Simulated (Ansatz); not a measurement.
Relaxation of the outer planes of the (100) surface of fcc Ni, ferromagnetic in its 1x1 cell, outermost plane spacing 1.76 Å in the ideal cut.

These are PBE (plane waves to 420 eV, PAW; Ansatz, a first-principles code) values and carry that method's errors.

Model: 7-atom slab, 10.6 Å thick at the start, 15x15x1 mesh, Fermi-Dirac 0.1 eV, dipole correction, all atoms relaxed; symmetry of the start imposed; spin-polarised, no spin-orbit, no U.

| plane | atoms | bulk spacing to the next (Å) | relaxed spacing (Å) | change (%) | rumpling (Å) |
|---|---|---|---|---|---|
| 1 | Ni | 1.760 | 1.695 | -3.7 | 0.00 |
| 2 | Ni | 1.760 | 1.774 | 0.8 | 0.00 |
